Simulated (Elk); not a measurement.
Band structure of YSn₃ (Fm-3m, 4 atoms in the cell).

```
YSn3
1.0
    0.00000     3.83416     3.83416
    3.83416     0.00000     3.83416
    3.83416     3.83416     0.00000
Y Sn
1 3
Cartesian
  0.00000   0.00000   0.00000
  3.83416   3.83416   3.83416
  1.91708   1.91708   1.91708
  5.75124   5.75124   5.75124
```

Computed with LDA (PW92), all-electron FP-LAPW, Elk's shipped species files, APW+lo basis with extra local orbitals in Elk.

Settings: rgkmax = 7.5; stype = 1; swidth = 0.00183747 Ha; ngridk = 4 4 4; gmaxvr = 18 1/bohr; lmaxapw = 10; lmaxo = 8; nxlo = 2; lorbcnd = true; lradstp = 2; nrmtscf = 2; lmaxi = 4; nempty = 1.25 per atom; maxscl = 100.

The starting cell comes from a database of computed structures (which also holds hypothetical and non-ambient phases and stackings), without a prior relaxation at this level. Its lattice was rescaled by a random factor within 2.5 % of one. Values depend on the basis (sphere radii, cutoffs, local orbitals), which need not be converged.

Levels in eV from the Fermi level, bands 33 to 40:
```
point     33     34     35     36     37    38    39    40
-----  -----  -----  -----  -----  -----  ----  ----  ----
Γ      -2.33  -2.33  -0.87  -0.87  -0.87  0.76  0.76  2.05
X      -3.39  -2.05   0.45   0.45   1.36  1.89  2.38  3.10
W      -1.61  -1.61  -0.18   0.38   0.53  1.88  2.39  2.39
K      -3.19  -0.62  -0.13  -0.11   1.23  1.34  1.61  2.85
L      -2.76  -1.64  -0.62  -0.62   0.64  0.64  2.05  2.91
U      -3.19  -0.62  -0.13  -0.11   1.23  1.34  1.61  2.85
```

Bands cross the Fermi level along this path, so the cell is metallic at this level.
